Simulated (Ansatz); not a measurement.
Results of r²SCAN in Ansatz (PAW) for SrTiO3 (I4/mcm, No. 140, 10 atoms in the cell; start mp-4651).

Settings: plane-wave cutoff 560 eV, 10×10×10 k mesh, Fermi–Dirac smearing 0.01 eV, no spin polarisation, scalar-relativistic PAW data made under PBE.

Cell (relaxed at this level):

```cif
data_O6Sr2Ti2
_chemical_formula_sum 'Sr2 Ti2 O6'
_space_group_name_H-M_alt 'P 1'
_space_group_IT_number 1
_cell_length_a 5.52714
_cell_length_b 5.52714
_cell_length_c 5.52714
_cell_angle_alpha 120.102
_cell_angle_beta 120.102
_cell_angle_gamma 89.823
loop_
_space_group_symop_operation_xyz
  'x, y, z'
loop_
_atom_site_label
_atom_site_type_symbol
_atom_site_fract_x
_atom_site_fract_y
_atom_site_fract_z
_atom_site_occupancy
Sr1 Sr 0.75000 0.25000 0.50000 1
Sr2 Sr 0.25000 0.75000 0.50000 1
Ti1 Ti 0.00000 0.00000 0.00000 1
Ti2 Ti 0.50000 0.50000 0.00000 1
O1 O 0.76686 0.26686 0.03372 1
O2 O 0.23314 0.73314 0.96628 1
O3 O 0.26686 0.23314 0.50000 1
O4 O 0.73314 0.76686 0.50000 1
O5 O 0.75000 0.75000 0.00000 1
O6 O 0.25000 0.25000 0.00000 1
```

Question: What does this level give for the band gap?

Answer: 
- band gap = 2.32 eV

Spin–orbit coupling is not included.

Cost on a shared machine: around 2.9 core-minutes (rough).

A start named mp-… is a Materials Project structure, which need not be a measured phase.

Ansatz is a first-principles code.
